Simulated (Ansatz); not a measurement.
The cell is made up: elements placed on another compound's structure type, so the phase may be hypothetical.

By r2SCAN, the system below comes out a metal.

A figure of merit of an interconnect metal is its ballistic conductance per area.

Consider the following.

```
WC
1.0
    4.19305     0.00000     0.00000
    0.00000     4.19305     0.00000
    0.00000     0.00000     4.19305
W C
3 3
Direct
  0.00000   0.50000   0.50000
  0.50000   0.00000   0.50000
  0.50000   0.50000   0.00000
  0.50000   0.00000   0.00000
  0.00000   0.50000   0.00000
  0.00000   0.00000   0.50000
```

Space group of this cell: Pm-3m. The cell was relaxed by PBE-D3(BJ); by r2SCAN its mean pressure is 2.3 GPa.

The current flows along the normal of the first two printed cell vectors. No spin-orbit coupling; the value is a mean over 0.1 eV about the Fermi level.

Q: Predict the ballistic conductance per area from r2SCAN run with Ansatz (an electronic-structure program).

A: 0.89 × 10¹⁵ S/m² for both spins.
